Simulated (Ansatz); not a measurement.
A self-consistent single point of CuO (P6_3/mmc, 4 atoms in the cell) with Ansatz (an electronic-structure program).

Method: PBE (plane waves, PAW; Ansatz).

The change in words: lattice scaled by 0.97. Reference geometry:
```
CuO
1.0
    2.84124     0.00000     0.00000
   -1.42062     2.46059     0.00000
    0.00000     0.00000     3.96000
Cu O
2 2
Direct
  0.00000   0.00000   0.00000
  0.00000   0.00000   0.50000
  0.33333   0.66667   0.25000
  0.66667   0.33333   0.75000
```

Reference input (self-consistent single point, DFT, PBE, plane waves, default PAW files): basis.ecutwfc = 420 eV; kpoints.mp_grid.grid = 11 11 7; hamiltonian.xc = pbe; hamiltonian.pseudopotentials = {kind: paw}, with the files named one by one; scf.occupations.method = methfessel_paxton; scf.occupations.width = 0.05 eV. This run's input differs from it in these lines:

```diff
@@ -2,5 +2,5 @@
   lattice:
-    - [2.841245, 0.000000, 0.000000]
-    - [-1.420623, 2.460590, 0.000000]
-    - [0.000000, 0.000000, 3.960000]
+    - [2.756008, 0.000000, 0.000000]
+    - [-1.378004, 2.386772, 0.000000]
+    - [0.000000, 0.000000, 3.841200]
   atoms:
```

Output, abridged:

```
SCF iter   1: F=—  HF=-14374.176032 eV  |F-HF|=—  |Δ(HF+E_count)|=         —  Δρ=2.46e-2  dr2=5.46e-2  ethr=1.77e-3  ⟨swp⟩=5.8  Hψ=7076  notcnv=0
all-band conjugate gradients solve this SCF's bands
preconditioner: auto → none
SCF iter   2: F=—  HF=-14374.164591 eV  |F-HF|=—  |Δ(HF+E_count)|=   1.14e-2  S|Δr|=    0.00e0  Δρ=1.00e-2  dr2=9.05e-3  ethr=1.09e-4  ⟨swp⟩=2.1  Hψ=3580  notcnv=0  defer=46
SCF iter   3: F=—  HF=-14374.163156 eV  |F-HF|=—  |Δ(HF+E_count)|=   1.44e-3  S|Δr|=    0.00e0  Δρ=3.58e-3  dr2=1.24e-3  ethr=1.81e-5  ⟨swp⟩=2.7  Hψ=2988  notcnv=0  defer=46
SCF iter   4: F=—  HF=-14374.163018 eV  |F-HF|=—  |Δ(HF+E_count)|=   1.38e-4  S|Δr|=    0.00e0  Δρ=2.57e-4  dr2=6.40e-6  ethr=2.48e-6  ⟨swp⟩=2.6  Hψ=2777  notcnv=0  defer=46
SCF iter   5: F=—  HF=-14374.163007 eV  |F-HF|=—  |Δ(HF+E_count)|=   1.13e-5  S|Δr|=    0.00e0  Δρ=6.85e-5  dr2=3.72e-7  ethr=1.28e-8  ⟨swp⟩=2.0  Hψ=2957  notcnv=0  defer=46
SCF iter   6: F=-14374.163007 eV  HF=-14374.163007 eV  |F-HF|=2.29e-8  |Δ(HF+E_count)|=   5.06e-7  S|Δr|=    0.00e0  Δρ=1.87e-5  dr2=2.48e-8  ethr=2.00e-10  ⟨swp⟩=7.3  Hψ=8889  notcnv=0
SCF 1 converged in 6 iterations: F = -14374.163007 eV  dr2 = 2.48e-8
Stability not checked (fill_not_monotonic)
Free energy (F): -14374.163007 eV
Internal energy: -14374.162839 eV  (E = F + TS)
E sigma→0 (E₀):  -14374.162965 eV
Entropy (-TS):   -0.000168 eV (-0.042 meV/atom)
Fermi energy:    23.444819 eV
--- Forces (eV/Å), atoms counted from 1 ---
  atom   1  Cu    -0.00000000     0.00000000     0.00000000
   [... zero for the other atoms too ...]
--- Stress (GPa, compression-positive) ---
      176.936951      -0.000000       0.000000
        0.000000     176.936951       0.000000
        0.000000       0.000000     320.127598
  P = ⅓ Tr σ = 224.6672 GPa (2246.672 kbar)
  The stress holds the Pulay correction. Without it, at fixed plane waves, as pw.x and ABINIT print it: P = 223.6165 GPa
```

The run converged in 6 iterations. Against the reference run the free energy rises by 690 meV/atom and the pressure goes from 146.21 to 224.7 GPa.

The starting cell was generated: these elements placed on a structure prototype, without a prior relaxation; it need not be a known phase or ordering of this composition. For this run, on top of that: lattice scaled by 0.97. Spin polarisation is off, so a magnetic state, if there is one, cannot be reached. Ansatz's pressure includes its estimate of the finite-basis (Pulay) stress. Without the estimate this run gives 223.62 GPa. The run gives no clean gap (levels at the Fermi energy touch, overlap or are partly filled at this smearing), which alone does not show that the compound is a metal.

Keys are those of Ansatz 0.2.
